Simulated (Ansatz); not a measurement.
Consider a 16-atom cell of (Ru,Ir) started in the hexagonal close-packed structure, site fractions Ru 0.875, Ir 0.125, short-range order -0.05 among the nearest mixed sites (0 is random, a negative value favours unlike neighbours), space group Cm at the end. Its start:

```yaml
crystal:
  lattice:
    - [-0.00036, -4.74131, -4.32203]
    - [0.00036, 4.74131, -4.32203]
    - [5.47469, 0.00042, 4.32203]
  atoms:
    - { symbol: Ru, position: [0.58316, 0.41719, 0.25035] }
    - { symbol: Ru, position: [0.20768, 0.54196, 0.99964] }
    - { symbol: Ir, position: [0.70859, 0.04290, 0.00148] }
    - { symbol: Ir, position: [0.33477, 0.16639, 0.75116] }
    - { symbol: Ru, position: [0.45742, 0.79029, 0.49771] }
    - { symbol: Ru, position: [0.95848, 0.29186, 0.50034] }
    - { symbol: Ru, position: [0.08454, 0.91762, 0.25217] }
    - { symbol: Ru, position: [0.83242, 0.66599, 0.74841] }
    - { symbol: Ru, position: [0.54443, 0.20955, 0.49797] }
    - { symbol: Ru, position: [0.17111, 0.33623, 0.25203] }
    - { symbol: Ru, position: [0.66580, 0.83092, 0.25203] }
    - { symbol: Ru, position: [0.28607, 0.95407, 0.00156] }
    - { symbol: Ru, position: [0.41497, 0.58317, 0.74781] }
    - { symbol: Ru, position: [0.91464, 0.08284, 0.74781] }
    - { symbol: Ru, position: [0.03842, 0.70354, 0.49797] }
    - { symbol: Ru, position: [0.79749, 0.46549, 0.00156] }
```

The mixing enthalpy is taken against the end members in the hexagonal close-packed type (which need not be the stable form of Ir), relaxed in the same cell and mesh.

All values below come from r2SCAN (plane waves to 500 eV, PAW; Ansatz, a program for electronic structure). Scalar-relativistic, without spin–orbit coupling; the runs are not spin-polarised. Its k-point mesh 6×6×6, Fermi–Dirac width 0.05 eV.

```tsv
end member	weight	volume per atom (Å³)
Ru	0.875	13.49
Ir	0.125	14.26
```

Q: Predict the alloy's volume, bond lengths and mixing enthalpy.

A: 
| Item | Value |
|---|---|
| volume per atom | 13.58 Å³ |
| Ru–Ru bonds | 2.677 Å on average, from 2.633 to 2.718 (73) |
| Ir–Ru bonds | 2.681 Å on average, from 2.644 to 2.720 (22) |
| Ir–Ir bonds | 2.720 Å on average, from 2.720 to 2.720 (1) |
| mixing enthalpy per site of the mixed sublattice | -39 meV |
| departure of the mean lattice parameter from Vegard's line | under 0.15 %, inside the noise of the relaxations |
